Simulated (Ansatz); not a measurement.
**Si well of 13 atomic layers along [001] in random Si0.5Ge0.5, interfaces sharp**

Prepared with Tersoff's 1989 multicomponent potential (SiCGe.tersoff) (LAMMPS): minimisation. Geometry as solved with PBE, support functions at accuracy medium on the grid of 370 eV run with Ansatz (a quantum-chemistry and plane-wave program).

```xyz
720
Lattice="16.85 0.00 0.00 0.00 16.85 0.00 0.00 0.00 55.24" Properties=species:S:1:pos:R:3 pbc="T T T"
Si    -0.03     0.00     0.00
Ge     1.42     1.39     1.40
Si     2.82     2.81     0.01
Si     4.22     4.20     1.35
Si     2.83    -0.01     2.80
Si     4.18     1.39     4.19
Si     0.04     2.80     2.81
Si     1.43     4.13     4.19
Ge     0.01     0.00     5.65
Si     1.46     1.40     7.00
Si     2.80     2.75     5.57
Ge     4.22     4.17     6.98
Si     2.84     0.02     8.36
Si     4.19     1.39     9.78
Ge     0.02     2.77     8.43
Si     1.41     4.20     9.82
Ge    -0.01     0.02    11.24
Si     1.40     1.45    12.59
Si     2.78     2.76    11.16
Ge     4.22     4.14    12.57
Ge     2.80     0.00    13.98
Si     4.24     1.38    15.40
Si    -0.01     2.81    13.94
Ge     1.34     4.21    15.39
Si     0.00    -0.02    16.78
Si     1.38     1.36    18.16
Ge     2.81     2.77    16.79
Si     4.21     4.20    18.19
Si     2.80     0.00    19.51
Si     4.21     1.40    20.86
Si    -0.01     2.80    19.49
Si     1.40     4.20    20.85
Si     0.00     0.00    22.19
Si     1.40     1.40    23.54
Si     2.80     2.80    22.20
Si     4.21     4.21    23.53
Si     2.81     0.00    24.88
Si     4.21     1.40    26.22
Si     0.00     2.81    24.88
Si     1.40     4.21    26.22
Si     0.00     0.00    27.56
Si     1.40     1.40    28.91
Si     2.81     2.81    27.56
Si     4.21     4.21    28.90
Si     2.81    -0.01    30.25
Si     4.22     1.40    31.59
Si     0.00     2.80    30.25
Si     1.41     4.21    31.58
Si    -0.01    -0.01    32.94
Si     1.41     1.41    34.25
Si     2.82     2.81    32.92
Si     4.24     4.19    34.27
Ge     2.81    -0.01    35.62
Ge     4.24     1.43    37.06
Ge     0.00     2.79    35.67
Si     1.40     4.22    37.06
Si    -0.02     0.01    38.42
Ge     1.38     1.44    39.80
Si     2.79     2.85    38.42
Ge     4.22     4.21    39.83
Ge     2.83     0.02    41.21
Si     4.23     1.43    42.60
Si     0.01     2.81    41.26
Si     1.40     4.20    42.60
Ge    -0.03     0.02    44.02
Si     1.42     1.39    45.43
Ge     2.82     2.82    44.02
Si     4.22     4.22    45.46
Si     2.81     0.02    46.78
Ge     4.20     1.41    48.22
Ge     0.03     2.80    46.85
Si     1.45     4.19    48.26
Ge     0.00     0.02    49.59
Ge     1.41     1.44    51.05
Si     2.82     2.84    49.64
Si     4.22     4.16    51.02
Si     2.80    -0.01    52.41
Ge     4.20     1.42    53.80
Si    -0.04     2.80    52.47
Ge     1.39     4.18    53.85
Ge    -0.05     5.65    -0.03
Ge     1.38     7.04     1.43
Ge     2.78     8.45    -0.02
Ge     4.24     9.86     1.38
Ge     2.83     5.56     2.81
Si     4.25     6.98     4.20
Si     0.00     8.46     2.81
Si     1.38     9.81     4.17
Ge     0.02     5.56     5.56
Ge     1.43     6.97     7.01
Ge     2.81     8.41     5.55
Ge     4.18     9.88     7.00
Si     2.79     5.54     8.41
Ge     4.21     6.93     9.79
Ge    -0.02     8.41     8.41
Ge     1.39     9.90     9.80
Si    -0.02     5.57    11.17
Si     1.33     6.98    12.54
Ge     2.77     8.40    11.20
Ge     4.22     9.85    12.58
Ge     2.76     5.62    13.94
Ge     4.20     7.01    15.39
Ge    -0.04     8.37    13.99
Ge     1.37     9.83    15.39
Si    -0.06     5.63    16.80
Si     1.35     6.98    18.18
Ge     2.78     8.42    16.84
Si     4.21     9.84    18.20
Si     2.79     5.60    19.51
Si     4.20     7.02    20.84
Si    -0.02     8.42    19.51
Si     1.39     9.82    20.85
Si     0.00     5.61    22.19
Si     1.40     7.02    23.53
Si     2.80     8.42    22.19
Si     4.21     9.83    23.53
Si     2.81     5.61    24.87
Si     4.21     7.02    26.21
Si     0.00     8.42    24.87
Si     1.40     9.83    26.21
Si     0.00     5.61    27.56
Si     1.40     7.02    28.90
Si     2.81     8.42    27.56
Si     4.21     9.83    28.90
Si     2.81     5.62    30.23
Si     4.20     7.02    31.58
Si     0.00     8.42    30.24
Si     1.40     9.83    31.59
Si     0.01     5.61    32.92
Si     1.40     7.02    34.25
Si     2.81     8.43    32.93
Si     4.20     9.82    34.30
Ge     2.82     5.62    35.65
Si     4.24     7.03    37.04
Ge     0.00     8.43    35.67
Si     1.46     9.82    37.04
Si     0.02     5.62    38.39
Ge     1.45     7.01    39.79
Si     2.87     8.44    38.40
Si     4.22     9.82    39.80
Si     2.79     5.58    41.25
Ge     4.22     6.98    42.63
Ge    -0.01     8.46    41.19
Ge     1.40     9.88    42.64
Ge     0.00     5.57    44.04
Ge     1.41     6.98    45.51
Ge     2.82     8.44    44.08
Si     4.23     9.82    45.47
Si     2.82     5.54    46.87
Ge     4.21     7.01    48.21
Si     0.00     8.40    46.90
Si     1.37     9.81    48.24
Ge    -0.01     5.57    49.64
Ge     1.37     7.04    51.08
Ge     2.80     8.46    49.65
Si     4.21     9.82    51.09
Ge     2.85     5.58    52.43
Ge     4.27     7.02    53.85
Si    -0.04     8.44    52.48
Si     1.36     9.82    53.81
Ge    -0.02    11.24    -0.03
Ge     1.40    12.69     1.40
Si     2.86    14.07     0.02
Si     4.19    15.47     1.42
Ge     2.81    11.26     2.86
Si     4.20    12.67     4.26
Si    -0.05    14.07     2.79
Ge     1.42    15.41     4.20
Ge     0.04    11.27     5.57
Si     1.45    12.65     6.99
Si     2.83    14.03     5.65
Si     4.19    15.42     7.02
Si     2.81    11.31     8.40
Si     4.20    12.70     9.76
Ge    -0.01    14.01     8.38
Ge     1.44    15.48     9.77
Si    -0.04    11.29    11.18
Ge     1.37    12.72    12.56
Si     2.84    14.07    11.16
Si     4.19    15.45    12.53
Ge     2.79    11.28    13.99
Si     4.21    12.66    15.37
Si    -0.05    14.08    14.01
Si     1.35    15.46    15.37
Ge    -0.07    11.27    16.78
Si     1.39    12.64    18.17
Ge     2.80    14.06    16.76
Si     4.22    15.47    18.16
Si     2.80    11.24    19.51
Si     4.21    12.65    20.84
Si    -0.01    14.05    19.49
Si     1.40    15.44    20.85
Si    -0.01    11.23    22.18
Si     1.40    12.63    23.53
Si     2.80    14.04    22.19
Si     4.21    15.44    23.53
Si     2.81    11.23    24.87
Si     4.21    12.63    26.22
Si     0.00    14.04    24.87
Si     1.40    15.44    26.22
Si     0.00    11.23    27.56
Si     1.40    12.63    28.90
Si     2.81    14.04    27.56
Si     4.21    15.44    28.91
Si     2.81    11.23    30.25
Si     4.21    12.63    31.60
Si     0.00    14.04    30.25
Si     1.40    15.43    31.60
Si    -0.01    11.23    32.94
Si     1.40    12.62    34.29
Si     2.80    14.02    32.94
Si     4.23    15.43    34.24
Si     2.79    11.21    35.64
Ge     4.18    12.61    37.07
Si    -0.03    14.01    35.62
Ge     1.36    15.41    37.05
Ge     0.01    11.25    38.41
Si     1.39    12.68    39.82
Si     2.77    14.03    38.45
Ge     4.25    15.41    39.79
Ge     2.84    11.27    41.18
Si     4.23    12.67    42.59
Si    -0.01    14.00    41.22
Ge     1.38    15.42    42.60
Si    -0.01    11.28    44.01
Si     1.39    12.61    45.38
Ge     2.83    14.02    44.03
Si     4.18    15.48    45.43
Ge     2.77    11.22    46.84
Si     4.13    12.65    48.28
Ge     0.00    14.05    46.77
Ge     1.47    15.44    48.20
Ge     0.03    11.21    49.69
Si     1.42    12.68    51.06
Si     2.82    14.04    49.68
Si     4.19    15.45    51.06
Ge     2.81    11.25    52.47
Si     4.22    12.67    53.88
Si     0.01    13.99    52.46
Ge     1.40    15.43    53.85
Ge     5.63     0.00     0.03
Si     7.05     1.43     1.40
Si     8.42     2.84     0.06
Si     9.81     4.24     1.41
Ge     8.40     0.01     2.83
Si     9.85     1.38     4.20
Ge     5.60     2.81     2.79
Si     7.02     4.25     4.17
Ge     5.57    -0.03     5.60
Ge     7.01     1.39     7.05
Ge     8.41     2.80     5.55
Ge     9.81     4.20     7.01
Si     8.45     0.00     8.42
Si     9.83     1.33     9.82
Si     5.59     2.79     8.45
Si     6.98     4.19     9.79
Si     5.55     0.00    11.17
Ge     6.96     1.38    12.58
Ge     8.43     2.80    11.16
Si     9.85     4.15    12.60
Ge     8.46    -0.04    13.95
Ge     9.90     1.39    15.36
Si     5.60     2.77    14.04
Si     7.00     4.15    15.37
Si     5.60     0.03    16.80
Si     7.00     1.39    18.17
Ge     8.43     2.80    16.78
Si     9.85     4.23    18.16
Si     8.43     0.00    19.50
Si     9.83     1.41    20.84
Si     5.62     2.80    19.52
Si     7.03     4.22    20.84
Si     5.62     0.00    22.19
Si     7.02     1.41    23.53
Si     8.43     2.81    22.19
Si     9.83     4.22    23.53
Si     8.42     0.00    24.87
Si     9.83     1.41    26.21
Si     5.62     2.81    24.88
Si     7.02     4.21    26.22
Si     5.62     0.00    27.56
Si     7.02     1.40    28.90
Si     8.42     2.81    27.56
Si     9.83     4.21    28.91
Si     8.43     0.00    30.24
Si     9.83     1.40    31.59
Si     5.62     2.81    30.24
Si     7.02     4.21    31.59
Si     5.63     0.01    32.94
Si     7.04     1.40    34.30
Si     8.42     2.80    32.93
Si     9.84     4.17    34.27
Si     8.44     0.00    35.66
Si     9.81     1.38    37.04
Si     5.64     2.82    35.64
Si     6.98     4.18    37.04
Si     5.67     0.01    38.44
Si     7.04     1.39    39.83
Si     8.37     2.76    38.38
Ge     9.78     4.13    39.80
Si     8.46     0.03    41.20
Si     9.79     1.35    42.68
Si     5.63     2.76    41.21
Ge     6.99     4.16    42.68
Ge     5.61     0.03    44.03
Si     7.02     1.45    45.42
Si     8.44     2.77    44.05
Si     9.82     4.14    45.42
Ge     8.44     0.05    46.83
Si     9.86     1.45    48.22
Si     5.61     2.81    46.78
Ge     7.01     4.19    48.20
Si     5.56     0.02    49.70
Si     6.96     1.41    51.04
Ge     8.42     2.77    49.65
Ge     9.85     4.25    51.06
Ge     8.35     0.02    52.47
Ge     9.82     1.47    53.86
Si     5.62     2.82    52.40
Ge     7.02     4.20    53.86
Si     5.63     5.61     0.05
Si     7.06     6.97     1.39
Si     8.37     8.36    -0.03
Ge     9.79     9.78     1.34
Si     8.44     5.61     2.80
Si     9.82     7.00     4.17
Ge     5.66     8.38     2.80
Si     7.03     9.82     4.20
Si     5.63     5.61     5.57
Si     6.99     7.00     6.94
Ge     8.44     8.42     5.58
Si     9.88     9.83     6.97
Ge     8.34     5.62     8.39
Ge     9.85     7.04     9.76
Ge     5.61     8.39     8.35
Ge     7.04     9.85     9.75
Si     5.62     5.54    11.18
Ge     7.02     6.96    12.55
Ge     8.45     8.45    11.20
Ge     9.85     9.91    12.61
Ge     8.44     5.54    14.00
Ge     9.83     7.01    15.45
Ge     5.65     8.43    13.99
Ge     7.09     9.86    15.40
Ge     5.64     5.58    16.79
Si     7.05     7.05    18.17
Si     8.45     8.44    16.83
Si     9.85     9.85    18.14
Si     8.44     5.63    19.50
Si     9.84     7.03    20.84
Si     5.62     8.42    19.51
Si     7.03     9.82    20.85
Si     5.62     5.61    22.18
Si     7.02     7.02    23.53
Si     8.43     8.42    22.19
Si     9.83     9.83    23.54
Si     8.42     5.62    24.87
Si     9.82     7.02    26.22
Si     5.62     8.43    24.87
Si     7.02     9.83    26.22
Si     5.62     5.62    27.56
Si     7.02     7.02    28.91
Si     8.42     8.42    27.56
Si     9.82     9.83    28.91
Si     8.42     5.61    30.25
Si     9.82     7.02    31.60
Si     5.61     8.42    30.25
Si     7.01     9.83    31.59
Si     5.61     5.62    32.92
Si     6.98     7.04    34.26
Si     8.42     8.43    32.94
Si     9.81     9.86    34.26
Ge     8.38     5.59    35.63
Ge     9.80     7.05    37.04
Si     5.60     8.41    35.65
Ge     7.02     9.85    37.03
Si     5.61     5.61    38.38
Ge     6.98     7.04    39.78
Si     8.43     8.46    38.44
Si     9.85     9.81    39.78
Ge     8.38     5.59    41.22
Ge     9.85     7.03    42.59
Si     5.56     8.41    41.18
Ge     6.98     9.80    42.57
Si     5.60     5.59    44.09
Si     6.98     7.00    45.42
Ge     8.39     8.39    44.02
Ge     9.87     9.81    45.41
Ge     8.45     5.61    46.80
Si     9.88     7.00    48.22
Si     5.61     8.40    46.78
Ge     6.99     9.79    48.22
Ge     5.61     5.59    49.67
Ge     7.04     7.01    51.11
Ge     8.47     8.39    49.63
Si     9.82     9.79    51.06
Si     8.46     5.62    52.50
Si     9.81     7.00    53.88
Si     5.63     8.47    52.45
Si     6.99     9.80    53.87
Si     5.62    11.24    -0.05
Ge     6.98    12.62     1.38
Ge     8.42    14.02    -0.05
Ge     9.83    15.42     1.43
Ge     8.42    11.22     2.81
Ge     9.85    12.66     4.25
Ge     5.57    14.07     2.83
Si     7.02    15.43     4.23
Ge     5.66    11.27     5.59
Si     7.04    12.70     6.99
Si     8.39    14.07     5.61
Ge     9.84    15.44     6.99
Ge     8.50    11.29     8.35
Si     9.87    12.68     9.81
Si     5.60    14.04     8.37
Ge     7.02    15.43     9.80
Ge     5.63    11.31    11.16
Si     7.09    12.67    12.58
Si     8.47    14.03    11.20
Si     9.88    15.40    12.56
Si     8.45    11.31    14.00
Si     9.87    12.63    15.36
Ge     5.60    14.04    13.94
Ge     7.01    15.45    15.41
Ge     5.60    11.26    16.79
Si     7.03    12.64    18.20
Ge     8.47    14.02    16.80
Si     9.87    15.47    18.17
Si     8.43    11.23    19.51
Si     9.84    12.64    20.84
Si     5.62    14.06    19.50
Si     7.02    15.45    20.85
Si     5.62    11.24    22.18
Si     7.02    12.63    23.53
Si     8.43    14.04    22.19
Si     9.83    15.44    23.53
Si     8.42    11.23    24.88
Si     9.83    12.63    26.22
Si     5.61    14.04    24.87
Si     7.02    15.44    26.22
Si     5.61    11.23    27.56
Si     7.02    12.64    28.91
Si     8.42    14.04    27.56
Si     9.83    15.44    28.89
Si     8.42    11.23    30.25
Si     9.83    12.65    31.58
Si     5.62    14.04    30.25
Si     7.03    15.44    31.59
Si     5.61    11.23    32.95
Si     7.04    12.63    34.27
Si     8.43    14.04    32.93
Si     9.82    15.44    34.30
Si     8.43    11.24    35.62
Ge     9.86    12.62    37.03
Ge     5.64    14.06    35.67
Si     7.04    15.51    37.04
Si     5.61    11.22    38.47
Si     6.98    12.64    39.81
Ge     8.41    14.08    38.46
Si     9.85    15.48    39.84
Ge     8.43    11.24    41.15
Ge     9.87    12.65    42.61
Si     5.63    14.00    41.21
Ge     7.03    15.46    42.56
Ge     5.56    11.24    44.01
Ge     6.99    12.67    45.43
Ge     8.46    14.09    44.04
Si     9.86    15.48    45.45
Ge     8.43    11.23    46.82
Ge     9.85    12.67    48.22
Ge     5.53    14.07    46.87
Ge     6.98    15.51    48.28
Ge     5.55    11.23    49.64
Ge     6.97    12.65    51.09
Ge     8.41    14.06    49.67
Ge     9.86    15.46    51.09
Ge     8.43    11.18    52.48
Si     9.85    12.63    53.81
Si     5.56    14.07    52.48
Si     6.98    15.42    53.83
Ge    11.26     0.03     0.04
Si    12.69     1.41     1.41
Si    14.05     2.76     0.01
Ge    15.44     4.16     1.40
Si    14.03    -0.02     2.76
Ge    15.43     1.41     4.17
Ge    11.24     2.81     2.80
Si    12.63     4.21     4.22
Si    11.23    -0.02     5.53
Ge    12.63     1.37     6.93
Si    14.00     2.82     5.56
Ge    15.39     4.19     6.99
Ge    14.05    -0.03     8.42
Si    15.43     1.40     9.84
Ge    11.22     2.75     8.42
Ge    12.69     4.19     9.80
Si    11.23    -0.02    11.19
Si    12.62     1.40    12.54
Si    14.07     2.78    11.22
Si    15.45     4.19    12.59
Ge    13.98    -0.02    13.98
Ge    15.45     1.41    15.39
Si    11.27     2.79    13.93
Ge    12.65     4.19    15.37
Si    11.28    -0.03    16.78
Si    12.65     1.39    18.13
Si    14.04     2.80    16.80
Si    15.42     4.21    18.15
Si    14.05    -0.01    19.49
Si    15.44     1.40    20.84
Si    11.24     2.80    19.49
Si    12.63     4.21    20.84
Si    11.23     0.00    22.18
Si    12.63     1.41    23.53
Si    14.04     2.81    22.18
Si    15.44     4.21    23.53
Si    14.04     0.00    24.87
Si    15.44     1.40    26.22
Si    11.23     2.81    24.87
Si    12.63     4.21    26.22
Si    11.23     0.00    27.55
Si    12.63     1.40    28.90
Si    14.04     2.81    27.56
Si    15.44     4.21    28.91
Si    14.03     0.00    30.25
Si    15.43     1.40    31.60
Si    11.23     2.81    30.25
Si    12.63     4.21    31.59
Si    11.23    -0.01    32.94
Si    12.63     1.39    34.30
Si    14.03     2.81    32.95
Si    15.45     4.22    34.26
Si    14.03    -0.02    35.65
Si    15.43     1.33    37.03
Si    11.19     2.75    35.64
Ge    12.62     4.16    37.00
Si    11.22    -0.01    38.42
Si    12.62     1.32    39.82
Ge    14.04     2.73    38.43
Ge    15.49     4.20    39.81
Si    14.04     0.04    41.23
Si    15.44     1.43    42.59
Ge    11.20     2.69    41.23
Ge    12.63     4.17    42.61
Si    11.21     0.01    44.07
Si    12.60     1.38    45.45
Ge    14.05     2.77    44.07
Si    15.45     4.21    45.47
Si    14.04     0.02    46.79
Si    15.41     1.39    48.20
Si    11.23     2.80    46.81
Ge    12.63     4.24    48.21
Ge    11.24     0.06    49.64
Si    12.63     1.44    51.08
Ge    14.05     2.79    49.66
Si    15.44     4.20    51.09
Ge    14.05     0.04    52.47
Si    15.46     1.42    53.88
Si    11.26     2.83    52.44
Ge    12.65     4.22    53.87
Si    11.19     5.63     0.03
Si    12.61     7.01     1.35
Si    14.00     8.38    -0.02
Ge    15.39     9.80     1.41
Ge    13.99     5.61     2.78
Ge    15.45     7.04     4.17
Ge    11.25     8.41     2.80
Si    12.62     9.88     4.21
Ge    11.25     5.64     5.60
Si    12.63     7.04     7.04
Ge    13.99     8.45     5.60
Ge    15.41     9.89     7.01
Si    14.03     5.65     8.39
Si    15.45     6.96     9.79
Si    11.23     8.45     8.34
Ge    12.61     9.88     9.76
Ge    11.23     5.58    11.22
Ge    12.68     7.00    12.64
Ge    14.06     8.42    11.16
Ge    15.42     9.89    12.60
Si    14.11     5.58    14.00
Si    15.41     6.99    15.42
Ge    11.28     8.47    14.05
Si    12.68     9.88    15.44
Si    11.26     5.60    16.81
Si    12.64     7.02    18.14
Si    14.03     8.42    16.77
Si    15.40     9.79    18.16
Si    14.04     5.62    19.50
Si    15.43     7.02    20.85
Si    11.24     8.43    19.49
Si    12.63     9.83    20.84
Si    11.23     5.62    22.18
Si    12.63     7.02    23.53
Si    14.03     8.43    22.19
Si    15.44     9.83    23.53
Si    14.04     5.61    24.87
Si    15.44     7.02    26.22
Si    11.23     8.42    24.88
Si    12.63     9.83    26.22
Si    11.23     5.62    27.56
Si    12.63     7.02    28.91
Si    14.04     8.42    27.56
Si    15.44     9.83    28.90
Si    14.04     5.62    30.25
Si    15.45     7.02    31.58
Si    11.23     8.42    30.26
Si    12.63     9.84    31.59
Si    11.23     5.61    32.94
Si    12.64     7.04    34.25
Si    14.04     8.44    32.92
Si    15.41     9.86    34.29
Ge    14.07     5.65    35.64
Si    15.46     7.04    37.09
Ge    11.26     8.48    35.64
Si    12.69     9.86    37.05
Ge    11.22     5.60    38.43
Ge    12.63     7.09    39.80
Si    14.07     8.48    38.41
Si    15.41     9.87    39.81
Ge    14.04     5.62    41.20
Ge    15.43     7.03    42.65
Si    11.22     8.48    41.20
Ge    12.66     9.84    42.61
Ge    11.22     5.58    44.04
Ge    12.67     7.02    45.46
Si    14.04     8.43    44.03
Ge    15.48     9.80    45.41
Si    14.10     5.62    46.84
Si    15.46     7.00    48.23
Si    11.23     8.38    46.85
Ge    12.62     9.77    48.25
Si    11.25     5.65    49.62
Si    12.64     6.95    51.05
Ge    14.08     8.38    49.69
Si    15.45     9.83    51.11
Si    14.05     5.62    52.43
Si    15.39     7.05    53.81
Ge    11.25     8.39    52.45
Si    12.69     9.80    53.84
Ge    11.26    11.23    -0.05
Ge    12.68    12.65     1.43
Si    14.11    14.03     0.01
Si    15.44    15.46     1.39
Si    14.04    11.23     2.85
Si    15.44    12.65     4.16
Si    11.26    14.05     2.83
Si    12.62    15.47     4.15
Si    11.27    11.23     5.63
Si    12.62    12.64     7.02
Ge    14.02    14.05     5.58
Si    15.44    15.42     7.01
Si    14.02    11.31     8.40
Si    15.42    12.63     9.79
Si    11.25    14.04     8.41
Si    12.60    15.44     9.80
Si    11.24    11.31    11.20
Si    12.62    12.63    12.63
Ge    14.03    14.04    11.21
Si    15.43    15.43    12.62
Si    14.00    11.28    14.02
Si    15.39    12.69    15.36
Si    11.24    14.03    13.99
Si    12.60    15.41    15.40
Si    11.24    11.24    16.76
Si    12.63    12.64    18.12
Si    14.02    14.05    16.75
Si    15.43    15.43    18.12
Si    14.02    11.23    19.49
Si    15.43    12.63    20.83
Si    11.25    14.04    19.50
Si    12.65    15.44    20.84
Si    11.23    11.23    22.19
Si    12.64    12.63    23.53
Si    14.04    14.03    22.19
Si    15.44    15.44    23.53
Si    14.04    11.23    24.88
Si    15.44    12.64    26.22
Si    11.23    14.04    24.87
Si    12.64    15.44    26.21
Si    11.23    11.23    27.56
Si    12.64    12.64    28.90
Si    14.04    14.04    27.56
Si    15.44    15.44    28.91
Si    14.04    11.24    30.24
Si    15.44    12.64    31.59
Si    11.23    14.04    30.24
Si    12.63    15.44    31.59
Si    11.23    11.25    32.93
Si    12.63    12.65    34.29
Si    14.04    14.04    32.93
Si    15.43    15.44    34.29
Si    14.03    11.25    35.65
Si    15.44    12.63    36.97
Si    11.25    14.07    35.63
Si    12.60    15.47    37.00
Si    11.25    11.18    38.43
Ge    12.62    12.63    39.84
Ge    14.03    14.05    38.37
Ge    15.45    15.46    39.85
Si    14.08    11.26    41.23
Si    15.45    12.65    42.63
Si    11.23    14.09    41.21
Ge    12.64    15.48    42.64
Si    11.25    11.24    44.00
Ge    12.62    12.68    45.39
Si    14.08    14.06    44.00
Si    15.40    15.46    45.41
Ge    14.02    11.22    46.82
Ge    15.46    12.62    48.24
Si    11.22    14.09    46.80
Ge    12.64    15.47    48.20
Ge    11.21    11.21    49.68
Ge    12.64    12.60    51.12
Ge    14.03    14.04    49.66
Ge    15.48    15.44    51.07
Si    14.08    11.20    52.49
Si    15.44    12.64    53.82
Si    11.23    14.02    52.48
Ge    12.66    15.40    53.88
```
